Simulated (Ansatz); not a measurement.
Data:

End structure of SiH3 on the 1x1 (111) surface of fcc Ag, one in a 2x2 cell, started at the site 'bridge Ag-Ag (span 2.9 Å)':

```xyz
20
Lattice="5.8668 0.0000 0.0000 -2.9334 5.0808 0.0000 0.0000 0.0000 26.5000" Properties=species:S:1:pos:R:3 pbc="T T T"
Ag     0.0000     1.6936     9.6916
Ag    -1.4667     4.2340     9.6916
Ag     2.9334     1.6936     9.6916
Ag     1.4667     4.2340     9.6916
Ag     1.4667     0.8468    12.0709
Ag     0.0000     3.3872    12.0709
Ag     4.4001     0.8468    12.0709
Ag     2.9334     3.3872    12.0709
Ag    -0.0006     0.0021    14.4101
Ag    -1.4612     2.5451    14.4858
Ag     2.9234    -0.0068    14.4264
Ag     1.4567     2.5312    14.4369
Ag    -0.0095     1.6875    16.8718
Ag    -1.4887     4.2470    16.8681
Ag     2.9257     1.6778    16.7945
Ag     1.4596     4.2203    16.7625
Si     0.8416     0.2538    19.0800
H      2.1082     0.4963    19.8441
H      0.0619     1.5466    19.2584
H      0.0376    -0.7497    19.8509
```

Slab: 20 atoms, 7.1 Å thick at the start under the adsorbate (thin: gaps and levels are the slab's own); k 6x6x1, smearing 0.1 eV, dipole-corrected; 8 atoms held, the rest relaxed; no symmetry held; spin-polarised, no spin-orbit, no U, no dispersion correction. The starting moment vanished. At the end it is bonded to 2 Ag. In PBE this state lies 0.06 eV over the lowest of the starts that converged ('hollow Ag-Ag-Ag over Ag at depth 2.4 Å').

A negative adsorption energy means that the adsorbate is more stable on the surface than in its reference.

Estimate the work function of the top face that PBE run with Ansatz (a quantum-chemistry and plane-wave program) returns for this input.

4.75 eV

Predict the change of the work function from PBE.

0.31 eV

Give the change of the step from the bottom to the top vacuum level, against the clean slab at the level PBE.

0.33 eV

Predict the adsorption energy against SiH4(g) − ½ H2(g) from PBE.

15 kJ/mol
